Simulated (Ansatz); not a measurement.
Results of HSE06 (plane waves, PAW; Ansatz, an electronic-structure program) for MgZnO₂ (P3m1, No. 156, 4 atoms in the cell; start mp-1221905).

Settings: plane-wave cutoff 460 eV, 9×9×6 k mesh (along the axes of the cell as run), Fermi–Dirac smearing 0.01 eV, scalar-relativistic PAW data made under PBE.

Cell (relaxed with PBEsol):

```cif
data_MgO2Zn
_chemical_formula_sum 'Mg1 Zn1 O2'
_space_group_name_H-M_alt 'P 1'
_space_group_IT_number 1
_cell_length_a 3.26511
_cell_length_b 3.26511
_cell_length_c 5.12437
_cell_angle_alpha 90.000
_cell_angle_beta 90.000
_cell_angle_gamma 120.000
loop_
_space_group_symop_operation_xyz
  'x, y, z'
loop_
_atom_site_label
_atom_site_type_symbol
_atom_site_fract_x
_atom_site_fract_y
_atom_site_fract_z
_atom_site_occupancy
Mg1 Mg 0.33333 0.66667 0.49612 1
Zn1 Zn 0.66667 0.33333 0.00285 1
O1 O 0.33333 0.66667 0.88465 1
O2 O 0.66667 0.33333 0.38837 1
```

Question: What does this level give for the band gap?

Answer: 
- band gap: 3.53 eV (on the SCF k mesh)

Note: cell and atoms aren't relaxed at this level (pressure 0.5 GPa).

Static lattice: no zero-point or thermal effects.

The result took very roughly 5 core-minutes.

A start named mp-… is a Materials Project structure, which need not be a measured phase.
